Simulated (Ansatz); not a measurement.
Inside the gap of an insulator the Bloch states are evanescent, with a wavenumber k + iκ along the transport direction.

Given:

```
CELL_PARAMETERS angstrom
      4.01340     0.00000     0.00000
      0.00000     5.67580     0.00000
      2.00670    -2.83790     2.00670
ATOMIC_POSITIONS crystal
  Al 0.00000 0.00000 0.00000
  As 0.50000 0.75000 0.00000
```

The cell is taken as given.

Transport runs along the normal of the first two printed cell vectors, the (110) plane of the conventional cell.

The gap is the functional's own. No spin-orbit coupling. Mid-gap values are those at the computed energy nearest the middle.

Problem. Compute, with PBEsol in Ansatz (a program for electronic structure), the band gap and the smallest decay constant κ at mid-gap.

Solution. Gap 1.35 eV on a 14×14×14 mesh; κ = 0.104 1/Å, at the zone centre.
